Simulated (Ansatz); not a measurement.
Structures of equal composition on the (0001) surface of 4H silicon carbide (Si plane on top): 2x2 Si adatom at H3; 2x2 Si adatom at T1; 2x2 Si adatom at T4. The slabs share one bottom face, and each structure is named by its start. These are constructed structures in small cells; real faces may alloy, dewet or reconstruct in larger ones, and not all known structures of the face are among them. Slabs of about 10 Å with all that they carry, Fermi-Dirac smearing of 0.025 eV. Bottom of the slabs: H caps. Relaxed from the named starts with such symmetry as they have, on meshes of like density; energies extrapolated to zero smearing; no spin-orbit coupling, no U. Spin-polarised runs, if any, are marked in brackets, and their order is one that fits the cell; the others ran without spin. Where a second, spin-polarised start was run, the lower counts.

Host crystal: 4H silicon carbide, with a band gap (PBE, scalar-relativistic without spin-orbit coupling).

The numbers are results of HSE06, at the PBE geometry (plane waves to 420 eV, PAW; Ansatz, a program for electronic structure), not measurements.

**Question.** Order them by energy per 1x1 cell (lowest first) at the level HSE06, at the PBE geometry.

**Answer.** 2x2 Si adatom at H3 (0.000 eV, gap 1.44 eV on the mesh), 2x2 Si adatom at T4 (0.025 eV, gap 1.21 eV on the mesh), 2x2 Si adatom at T1 (0.740 eV, gap 0.56 eV on the mesh)
